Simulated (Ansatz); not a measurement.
**A computed series for Hf: pressure series**

The parent structure is Hf in the hcp (Mg type) structure (space group P6_3/mmc, No. 194; a = 3.204 Å, c = 5.069 Å).

Cell and atoms are relaxed at each pressure.

The values are results of PBE (Ansatz, a quantum-chemistry and plane-wave program; PAW; 420 eV plane waves; no spin-orbit coupling), not measurements.

Candidates:
(a) pressure 30 GPa
(b) pressure 100 GPa
(c) pressure 7 GPa
(d) pressure 15 GPa

Base values:

```
Property   Result
---------  ------
c/a ratio   1.582
```

Order them by c/a ratio, highest first.

(b) pressure 100 GPa (1.675), (a) pressure 30 GPa (1.598), (d) pressure 15 GPa (1.589), (c) pressure 7 GPa (1.585)

Load acts through the strain it causes; cell and atoms are relaxed under it. Whether these cells are dynamically stable was not tested. Competing high-pressure phases were not computed. All final runs are without spin polarisation.
